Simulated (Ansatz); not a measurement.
Start from WS₂ in the 2H-MoS2 type structure (space group P6_3/mmc, No. 194; layered, stacked along the Cartesian z axis).

```xyz
6
Lattice="3.1543 0.0000 0.0000 -1.5771 2.7317 0.0000 0.0000 0.0000 12.1409" Properties=species:S:1:pos:R:3 pbc="T T T"
W      0.0000     1.8211     3.0352
W      1.5771     0.9106     9.1056
S      0.0000     1.8211     7.5310
S      1.5771     0.9106     1.4605
S      1.5771     0.9106     4.6099
S      0.0000     1.8211    10.6803
```

All numbers come from Ansatz (a quantum-chemistry and plane-wave program) PBE-D3(BJ), no SOC, earlier PAW set.

Perturbation: every S is replaced by Se, then cell and atoms are relaxed.

Measured band gap: WS2 1.35 eV (room temperature; as listed in Carlos M. O. Bastos et al., Physical Review Materials (2019)); WSe2 1.2 eV (room temperature; as listed in Carlos M. O. Bastos et al., Physical Review Materials (2019)).

Measured lattice parameter a: WS2 3.153 Å (room temperature; as listed in arXiv:1605.07067); WSe2 3.282 Å (room temperature; as listed in arXiv:1605.07067).

### Question
How well does PBE-D3(BJ) reproduce the measured shift?

### Answer
With PBE-D3(BJ) the band gap moves by -0.01 eV (0.88 → 0.87) against -0.15 eV measured; the lattice parameter a moves by +0.125 Å (3.154 → 3.279) against +0.129 Å measured.

Spin-orbit coupling, missing from the scalar runs, can matter with W. No phonon test of stability was made.
